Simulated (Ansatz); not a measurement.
Take TlGaO₂ (space group R-3m, No. 166; a = 3.070 Å, c = 19.151 Å (hexagonal axes); a hypothetical phase, not in the database extracts checked; layered, stacked along the Cartesian z axis) as the base. Axes: x lies along a and z along c of the hexagonal cell.

Calculations: PBEsol (Ansatz, an electronic-structure program, PAW, no SOC).

Base values:

- Shortest interatomic distance: 2.039 Å
- Pressure: 0.0 GPa
- Band gap: zero

Modification: the symmetric strain tensor [0.0217 -0.0012 -0.0009; -0.0012 0.0020 0.0055; -0.0009 0.0055 -0.0049], atoms relaxed at fixed cell.

What happens to the shortest interatomic distance, pressure, energy relative to the base and band gap?

The shortest interatomic distance falls by 0.012 Å (2.039 Å → 2.027 Å); the pressure (mean of the normal stresses, compression positive) goes from zero to -2.2 GPa; the energy rises by 4.2 meV/atom; the band gap is still zero.

A case with no gap was solved on a k-mesh chosen for an insulator, which is coarse for it. Spin-orbit coupling, missing from the scalar runs, can matter with Tl. No phonon test of stability was made. All final runs are without spin polarisation. No dispersion term is included in the PBEsol runs. A zero or small gap of TlGaO2 can be the functional's error rather than a property of the material.
